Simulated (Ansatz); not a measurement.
Take CdCu2GeSe4 (space group I-42m, No. 121; a = 5.730 Å, c = 11.024 Å) as the base.

All numbers come from Kohn–Sham DFT with the PBEsol functional, run in Ansatz (an electronic-structure program) with PAW and 420 eV plane waves, no SOC.

Before the change:

The pressure is 0.0 GPa.

The change: an isotropic linear strain of +0.75 %, atoms relaxed at fixed cell.

Question: Predict the new energy relative to the base and pressure.

Answer: The energy increases by 2.3 meV/atom; the pressure (mean of the normal stresses, compression positive) goes from zero to -1.4 GPa.

Whether these cells are dynamically stable was not tested. All final runs are without spin polarisation. Gaps under 0.05 eV, about the width of the smearing, are given as zero.
